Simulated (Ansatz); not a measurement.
The reference is RuSb$_{2}$ (space group Pnnm, No. 58; a = 5.957 Å, b = 6.663 Å, c = 3.176 Å).

The same geometry is solved again with r2SCAN.

Levels (all Ansatz, a first-principles code, PAW): r2SCAN (500 eV, no spin-orbit coupling); PBEsol (420 eV, no spin-orbit coupling).

### Question
Give the band edges at the high-symmetry points of the new zone, measured from its valence-band maximum.

### Answer
| point | valence edge (eV) | conduction edge (eV) |
|---|---|---|
| Γ | -0.72 | 1.94 |
| X | -0.85 | 3.05 |
| S | -0.79 | 1.59 |
| Y | -0.61 | 2.58 |
| Z | -0.76 | 0.75 |
| U | -1.02 | 1.17 |
| R | 0.00 | 0.80 |
| T | -0.23 | 0.70 |

The gap is 0.15 eV, indirect, R → Γ–Z (54 % along).

Single points use the geometry relaxed with PBEsol. With Sb present, leaving out spin-orbit coupling can change the band edges. No phonon test of stability was made. All final runs are without spin polarisation. A zero or small gap of RuSb2 can be the functional's error rather than a property of the material.
